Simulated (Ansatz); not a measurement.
Abridged Ansatz (a program for electronic structure) output:

```
Pseudopotential: Lu, paw, valence charge 25
Crystal: 1 atoms, lattice volume = 27.878 Å³
Basis set: ecut = 420 eV, 555 PW (Γ), exchange–correlation on 48×48×48 points (8 copies of the dense FFT grid, shifted against one another)
Bands: 17, of which v1, the nominal top of the filled ones, is band 13 counted from 1 (12 counted from 0)
Symmetry: 48 space group operations
k-points: 165 of 4913
Functional: x = pbesol(κ = 0.804, μ = 0.12345679012345678), c = pbesol(β = 0.046)
SCF iter   1: F=—  HF=-14611.343234 eV  |F-HF|=—  |Δ(HF+E_count)|=         —  Δρ=1.38e-3  dr2=2.83e-4  ethr=1.77e-3  ⟨swp⟩=5.2  Hψ=15794  notcnv=0
SCF iter   2: F=—  HF=-14611.340413 eV  |F-HF|=—  |Δ(HF+E_count)|=   2.82e-3  Δρ=1.37e-3  dr2=4.46e-4  ethr=1.13e-6  ⟨swp⟩=4.6  Hψ=10592  notcnv=0  defer=1
SCF 1 converged in 9 iterations: F = -14611.339663 eV  dr2 = 4.60e-13
SCF converged after 9 iterations
Free energy (F): -14611.339663 eV
Internal energy: -14611.321596 eV  (E = F + TS)
E sigma→0 (E₀):  -14611.330629 eV
Entropy (-TS):   -0.018066 eV (-18.066 meV/atom)
Fermi energy:    14.422411 eV
--- Forces (eV/Å), atoms counted from 1 ---
  atom   1  Lu     0.00000000    -0.00000000    -0.00000000
--- Stress (GPa, compression-positive) ---
       -0.000327      -0.000000       0.000000
       -0.000000      -0.000327      -0.000000
        0.000000       0.000000      -0.000327
  P = ⅓ Tr σ = -0.0003 GPa (-0.003 kbar)
```

Problem. What was computed, and what are the main results?

Solution. Lu, 1 atom in the cell, with PBEsol (Ansatz, PAW, no spin-orbit coupling). The last SCF converged to F = -14611.339663 eV, or -14611.3397 eV per atom, at a pressure of 0.00 GPa. The total energy compares only with runs of the same code, potentials and settings.

Stability against distortions was not tested. All final runs are without spin polarisation. The cell was made from Cr by this change: Cr → Lu; the result is a model cell, its experimental status unchecked. This is not the structure that Lu has at room temperature and ambient pressure.
